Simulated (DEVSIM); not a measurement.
Device: TaN/Al2O3/SiO2/p-Si capacitor, at 300 K.

Layer 1 from the left is Al2O3, thickness (nm) 22.0. Layer 2 from the left is SiO2, thickness (nm) 0.760. Layer 3 from the left is Si, thickness (nm) 340, Na (cm⁻³) 2.8e18.

Metal gate on the left, work function 4.4 eV. Fixed charge at the semiconductor interface 5.4e10 cm⁻² (in units of +e); interface traps 1e10 cm⁻² eV⁻¹, uniform in energy, neutral level at 0.5 of the gap above the valence band.

This is a model device: material constants are rounded textbook-type values typed into the input, and sizes, dopings and lifetimes were drawn at random. Values at 300 K.

Al2O3: gap (eV) 6.8, affinity (eV) 1.35, permittivity 9. SiO2: gap (eV) 9, affinity (eV) 0.9, permittivity 3.9. Si: gap (eV) 1.124, affinity (eV) 4.05, permittivity 11.7, Nc (cm⁻³) 2.86e19, Nv (cm⁻³) 3.1e19.

DEVSIM, 1D Poisson equation in equilibrium, Boltzmann statistics, complete ionisation; no quantum confinement or tunnelling. Metal contacts follow the ideal Schottky-Mott rule: no Fermi-level pinning, no interface dipoles.

### Question
What does the simulation give for the minimum of the low-frequency capacitance, the flat-band voltage?

### Answer
minimum of the low-frequency capacitance 0.206 μF/cm²; flat-band voltage -0.74 V.
